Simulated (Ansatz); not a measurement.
# Response to strain in hypothetical P6_3/mmc GeS2

Take GeS$_{2}$ in the 2H-MoS2 type structure (space group P6_3/mmc, No. 194; a = 3.4270 Å, c = 10.6220 Å; a hypothetical phase, not in the database extracts checked; layered, stacked along the Cartesian z axis) as the base. Axes: x lies along a and z along c of the hexagonal cell.

Strains are applied to the cell and any free atomic positions relax; under biaxial strain the out-of-plane vector relaxes too.

All numbers come from Ansatz (a program for electronic structure), PBE-D3(BJ), PAW, cutoff 420 eV, spin-orbit coupling left out.

Notes on the quantities. pressure: mean of the normal stresses, compression positive.

| variant | pressure | volume per atom | space group |
|---|---|---|---|
| base | 0.0 GPa | 18.01 Å³ | P6_3/mmc (No. 194) |
| biaxial strain −2.10 %, plane normal [001], relaxed out of plane | 2.6 GPa | 17.51 Å³ | P6_3/mmc (No. 194) |
| biaxial strain −1.71 %, plane normal [001], relaxed out of plane | 2.1 GPa | 17.59 Å³ | P6_3/mmc (No. 194) |
| biaxial strain +1.09 %, plane normal [001], relaxed out of plane | -1.2 GPa | 18.30 Å³ | P6_3/mmc (No. 194) |
| biaxial strain +3.33 %, plane normal [001], relaxed out of plane | -3.2 GPa | 18.90 Å³ | P6_3/mmc (No. 194) |
| isotropic strain −4.60 % | 13.5 GPa | 15.63 Å³ | P6_3/mmc (No. 194) |
| isotropic strain +1.14 % | -2.2 GPa | 18.63 Å³ | P6_3/mmc (No. 194) |
| tensor shear ε_xy = −0.53 % | 1.8 GPa | 18.01 Å³ | P2_1/m (No. 11) |

Without a gap, meshes like the base's 16×16×5 leave anisotropic stresses uncertain by several tenths of a GPa, and small strain energies with them. Whether these cells are dynamically stable was not tested. All final runs are without spin polarisation. Under tensor shear ε_xy = −0.53 % the cell ends below the base's energy or with stress of the wrong sign: the atoms slid into a distortion or the cell is elastically unstable, so the base is not a stable minimum at this level.
